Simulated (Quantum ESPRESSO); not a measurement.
Input and output of a self-consistent single point for Ni₃Al (Pm-3m, 4 atoms in the cell) (Quantum ESPRESSO).

Method: PBE, PSlibrary ultrasoft (PBE) pseudopotentials (plane waves; Quantum ESPRESSO).

The change in words: lattice scaled by 0.98. Reference geometry:
```yaml
crystal:
  lattice:
    - [3.57000, 0.00000, 0.00000]
    - [0.00000, 3.57000, 0.00000]
    - [0.00000, 0.00000, 3.57000]
  atoms:
    - { symbol: Al, position: [0.00000, 0.00000, 0.00000] }
    - { symbol: Ni, position: [0.00000, 0.50000, 0.50000], spin: 0.5 }
    - { symbol: Ni, position: [0.50000, 0.00000, 0.50000], spin: 0.5 }
    - { symbol: Ni, position: [0.50000, 0.50000, 0.00000], spin: 0.5 }
```
(The spins are starting values, not results.)

Reference input (self-consistent single point, DFT, PBE, plane waves, PSlibrary ultrasoft (PBE) pseudopotentials): ecutwfc = 50 Ry; ecutrho = 300 Ry; occupations = smearing; smearing = gaussian; degauss = 0.0099958 Ry; nspin = 2; potentials = {Al: Al.pbe-n-rrkjus_psl.1.0.0.UPF, Ni: Ni.pbe-n-rrkjus_psl.1.0.0.UPF}; K_POINTS = automatic 7 7 7 0 0 0; conv_thr = 1e-10 Ry; mixing_beta = 0.3. This run's input differs from it in these lines:

```diff
@@ -11,3 +11,3 @@
     ibrav = 1
-    celldm(1) = 6.74632226
+    celldm(1) = 6.61139582
     nat = 4
```

The program printed (abridged):

```
     Self-consistent Calculation

     iteration #  1     ecut=    50.00 Ry     beta= 0.30

---- Real-time Memory Report at c_bands before calling an iterative solver
           129 MiB given to the printing process from OS
            53 MiB allocation reported by mallinfo(arena+hblkhd)
------------------

     Threshold (ethr) on eigenvalues was too large:
     Diagonalizing with lowered threshold

---- Real-time Memory Report at c_bands before calling an iterative solver
           157 MiB given to the printing process from OS
            60 MiB allocation reported by mallinfo(arena+hblkhd)
------------------

   [... lines left out ...]
     absolute magnetization    =     0.66 Bohr mag/cell

     iteration # 19     ecut=    50.00 Ry     beta= 0.30

---- Real-time Memory Report at c_bands before calling an iterative solver
           173 MiB given to the printing process from OS
            75 MiB allocation reported by mallinfo(arena+hblkhd)
------------------

     Magnetic moment per site  (integrated on atomic sphere of radius R)
     atom   1 (R=0.292)  charge=  1.2895  magn= -0.0110
     atom   2 (R=0.292)  charge=  8.7898  magn=  0.2004
     atom   3 (R=0.292)  charge=  8.7898  magn=  0.2004
     atom   4 (R=0.292)  charge=  8.7898  magn=  0.2004
     End of self-consistent calculation

     the Fermi energy is    13.4275 ev

!    total energy              =    -306.89369980 Ry
     estimated scf accuracy    <          2.9E-11 Ry
     smearing contrib. (-TS)   =      -0.00280268 Ry
     internal energy E=F+TS    =    -306.89089712 Ry

     total magnetization       =     0.55 Bohr mag/cell
     absolute magnetization    =     0.66 Bohr mag/cell

     convergence has been achieved in  19 iterations

     Forces acting on atoms (cartesian axes, Ry/au):

     atom    1 type  1   force =     0.00000000    0.00000000    0.00000000
   [... zero for the other atoms too ...]

     Total force =     0.000000     Total SCF correction =     0.000000

          total   stress  (Ry/bohr**3)                   (kbar)     P=      115.18
   0.00078299   0.00000000   0.00000000          115.18        0.00        0.00
   0.00000000   0.00078299   0.00000000            0.00      115.18        0.00
   0.00000000   0.00000000   0.00078299            0.00        0.00      115.18

   JOB DONE.
```

The run converged in 19 iterations. Against the reference run the free energy goes up by 24.4 meV/atom, the pressure goes from -1.10 to 11.52 GPa and the size of the net moment moves little (0.16 to 0.14 μB/atom).

The starting cell has typed, rounded lattice constants, without a prior relaxation at this level. For this run, on top of that: lattice scaled by 0.98. The magnetic order is the one reached from the typed start; others were not searched systematically. With a pressure of about 12 GPa the cell is away from its equilibrium volume at this level.

Cost on one core of a shared machine: roughly 50 s.
